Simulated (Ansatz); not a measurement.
A series of runs on MgTe₄MoW₂S₂ (Cm, 10 atoms in the cell)

```yaml
crystal:
  lattice:
    - [2.95357, -1.70603, 0.00000]
    - [2.95357, 1.70603, 0.00000]
    - [-0.02384, 0.00000, 38.91168]
  atoms:
    - { symbol: Mg, position: [0.00002, 0.00002, 0.54259] }
    - { symbol: Te, position: [0.33342, 0.33342, 0.93209] }
    - { symbol: Te, position: [0.33368, 0.33368, 0.46401] }
    - { symbol: Te, position: [0.33298, 0.33298, 0.83624] }
    - { symbol: Te, position: [0.33314, 0.33314, 0.36698] }
    - { symbol: Mo, position: [0.66661, 0.66661, 0.88417] }
    - { symbol: W, position: [0.66682, 0.66682, 0.41529] }
    - { symbol: W, position: [0.33333, 0.33333, 0.66268] }
    - { symbol: S, position: [0.66659, 0.66659, 0.62404] }
    - { symbol: S, position: [0.66681, 0.66681, 0.70115] }
```

Base run A: PBEsol, default PAW files made with PBE (Ansatz, a first-principles code), self-consistent single point.

Its settings: kpoints.mp_grid.grid = 8 8 1; hamiltonian.xc = pbesol; hamiltonian.pseudopotentials = {kind: paw} (the program's default PAW files); scf.occupations.method = gaussian; scf.occupations.width = 0.136 eV.

The starting cell comes from a database of computed structures (which also holds hypothetical and non-ambient phases and stackings), without a prior relaxation at this level. Spin polarisation is off. Ansatz's pressure includes its estimate of the finite-basis (Pulay) stress.

ΔF is the free energy per atom less that of run A. 

```
run      scf.mixing.algorithm, scf.mixing.beta  ΔF (meV/atom)  pressure (GPa)  largest force (eV/Å)  iterations
---  -----------------------------------------  -------------  --------------  --------------------  ----------
A    default (the program chose MSR1), default           0.00           -2.29                 0.509          12
B                               anderson, 0.02           0.00           -2.29                 0.509          30
C                               anderson, 0.05           0.00           -2.29                 0.509          22
D                                anderson, 0.1           0.00           -2.29                 0.509          16
E                                anderson, 0.2           0.00           -2.29                 0.509          13
F                                anderson, 0.3           0.00           -2.29                 0.509          12
G                                anderson, 0.5           0.00           -2.29                 0.509          12
H                                anderson, 0.7           0.00           -2.29                 0.509          12
I                                anderson, 0.9           0.00           -2.29                 0.509          13
J                                  anderson, 1           0.00           -2.29                 0.509          15
```

Runs B, C, D, E, F, G, H, I, J gave the same state as A (within 1 meV/atom). The fewest iterations to that state were 12 (A, F, G, H); the most were 30.

Keys are those of Ansatz 0.2.
